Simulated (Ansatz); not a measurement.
**What x(V) = 0.5, 4 atoms, Cmme does to Ta**

The parent structure is Ta in the bcc (W type) structure (space group Im-3m, No. 229; a = 3.305 Å).

The other end (x = 1) is V in the bcc (W type) structure (space group Im-3m, No. 229): 13.27 Å³/atom, gap zero.

The change: V replaces 50.0 % of the Ta, ordered in a cell of 4 atoms (starting symmetry Cmme) and fully relaxed.

Computed with plane-wave PAW DFT at the r2SCAN level (Ansatz, an electronic-structure program, 500 eV), no spin-orbit coupling. k-mesh 18×18×6 (Γ-centred); smearing 0.05 eV (Fermi–Dirac), for the changed cell.

```json
[
 {"quantity": "volume per atom", "base": "18.05 Å³", "changed": "15.75 Å³", "shift": "-2.30 Å³"},
 {"quantity": "density", "base": "16.65 g/cm³", "changed": "12.23 g/cm³", "shift": "-4.42 g/cm³"},
 {"quantity": "band gap", "base": "zero", "changed": "zero", "shift": "–"},
 {"quantity": "mixing energy (to 0.01 eV only: unlike meshes or grids)", "base": "–", "changed": "+0.05 eV/atom", "shift": "–"},
 {"quantity": "deviation of the volume from the linear (Vegard-type) interpolation", "base": "–", "changed": "+0.6 %", "shift": "–"}
]
```

Each cell is one ordered arrangement of few atoms, which overstates ordering effects compared with a random alloy. No phonon test of stability was made. Seeded moments were not kept for x(V) = 0.5, 4 atoms, Cmme and Ta → V. All final runs are without spin polarisation.
